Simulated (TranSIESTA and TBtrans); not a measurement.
Run with TranSIESTA and TBtrans (open boundaries, self-consistent; PseudoDojo norm-conserving potentials, scalar-relativistic): PAO.BasisSize DZP, PAO.EnergyShift 0.15 eV, XC.Authors PBE, Mesh.Cutoff 200 Ry, ElectronicTemperature 300 K, TS.Voltage 0.0 eV, TBT.Elecs.Eta 0.001 eV, no spin polarisation.

System: Pb chain with a F atom beside one bond. Leads: straight Pb chain, spacing 2.85 Å. Geometry: 3 atoms about the centre moved by SIESTA (PBE, DZP) to a largest force of 0.01 eV/Å, all others as built.

Predict: conductance at 300 K (G0 = 2e²/h); mean T from −0.5 to 0.5 eV.

conductance at 300 K (G0 = 2e²/h): 2.03; mean T from −0.5 to 0.5 eV: 2.02. The straight chain is held at its spacing; free chains may zigzag or dimerise. No spin-polarised start was tried, so a magnetic state, if there is one, is missed. Spin-orbit coupling, left out here, matters for the heavy atoms.
